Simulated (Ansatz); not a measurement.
Consider HfS2 in the CdI2 type structure (space group P-3m1, No. 164; layered, stacked along the Cartesian z axis).

```yaml
crystal:
  lattice:
    - [3.54747, 0.00000, 0.00000]
    - [-1.77373, 3.07220, 0.00000]
    - [0.00000, 0.00000, 5.57685]
  atoms:
    - { symbol: Hf, position: [0.00000, 0.00000, 0.00000] }
    - { symbol: S, position: [0.66667, 0.33333, 0.26190] }
    - { symbol: S, position: [0.33333, 0.66667, 0.73810] }
```

Cartesian axes are those of the cell as printed.

Level of theory: Ansatz (a program for electronic structure) PBEsol-D3(BJ), without spin-orbit coupling.

For the base:

The band gap is 0.45 eV and the smallest direct gap is 1.50 eV.

Now apply this change: uniaxial strain ε_zz = +2.50 %, all other strain components held at zero; the atoms relax in the strained cell.

Task: How does this affect the stress, band gap, smallest direct gap and largest internal atomic displacement?

Result: The stress (xx, yy, zz, yz, xz, xy; compression positive) comes out as (-0.18, -0.18, -1.33, 0.00, 0.00, 0.00) GPa; the band gap grows by 0.16 eV (0.45 eV → 0.61 eV); the smallest direct gap increases by 0.10 eV to 1.60 eV; the largest internal atomic displacement amounts to 0.031 Å.

With Hf present, leaving out spin-orbit coupling can change the band edges. Stability against distortions was not tested.
